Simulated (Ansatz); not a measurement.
The starting structures come from a database of crystals and need not be the phases stable at ambient conditions.

Data:

```xyz
4
Lattice="3.9966 0.0000 0.0000 0.0000 6.5868 0.0000 1.9983 0.0000 3.4612" Properties=species:S:1:pos:R:3 pbc="T T T"
Be     3.9966     3.2906     2.3075
Be     1.9983     6.5839     1.1537
Te     3.9966     0.8262     2.3075
Te     1.9983     4.1196     1.1537
```

Space group of this cell: P6_3mc, wurtzite. The cell is taken as given.

Method: r2SCAN (plane waves, PAW; Ansatz, a first-principles code).

The current runs along the normal of the first two printed vectors; no spin-orbit coupling. Scaled by the factor s: both lengths across the current (ions clamped). Meshes 10×6×10 and 8×6 across the current in all rows.

```
s     mean pressure (GPa)  band gap (eV)
----  -------------------  -------------
0.98                  2.2           2.36
1.00                 -0.4           2.58
1.02                 -2.5              ?
```

Problem. Take the slope of the band gap against ln s from the two given rows, extrapolate to s = 1.02, and say what the run there gives.

Solution. Slope = (2.36 − 2.58) / ln 0.98 = 10.9 eV. The line gives 2.58 + (10.9) × ln 1.02 = 2.80 eV. The run gives 2.51 eV, 0.29 eV under the line, 132 % of the predicted step.
